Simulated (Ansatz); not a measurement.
Base system: BaF2 (space group P6_3/mmc, No. 194; a = 4.3577 Å, c = 5.9960 Å; a cell from a computed database, its experimental status unchecked).

One thing is altered: full substitution F → Br, then cell and atoms are relaxed.

Levels (all Ansatz, an electronic-structure program, PAW): PBEsol (420 eV, no spin-orbit coupling); PBEsol+SOC (420 eV, with spin-orbit coupling).

The geometry is relaxed with PBEsol.

* **PBEsol lowest conduction level above the VBM at special points**: K 2.83 eV; Γ 2.85 eV; M 3.75 eV; H 4.08 eV
* **PBEsol valence-band top at Γ**: 0.00, -0.87, -0.87 eV
* **PBEsol electron mass**: 0.51 mₑ along c, 0.39 mₑ across (at K)

Problem. Predict the lowest conduction level above the VBM at special points, valence-band top at Γ and electron mass from PBEsol+SOC.

Solution. The lowest conduction level above the VBM at special points becomes K 2.78 eV; Γ 2.78 eV; M 3.70 eV; H 4.01 eV (PBEsol: K 2.83 eV; Γ 2.85 eV; M 3.75 eV; H 4.08 eV); the valence-band top at Γ (three highest Kramers pairs, from the VBM) becomes 0.00, -0.71, -1.18 eV (PBEsol: 0.00, -0.87, -0.87 eV); the electron mass goes from 0.51 mₑ along c, 0.39 mₑ across (at K) to 0.27 mₑ along c, 0.53 mₑ across (at Γ).

Single points use the geometry relaxed with PBEsol. The spin-orbit shifts are approximate. The levels and masses belong to the bands next to the band gap. Masses are band curvatures over ±0.01 Å⁻¹ around the edge. Whether these cells are dynamically stable was not tested. As relaxed here, BaBr2 is a hypothetical phase, not in the database extracts checked.
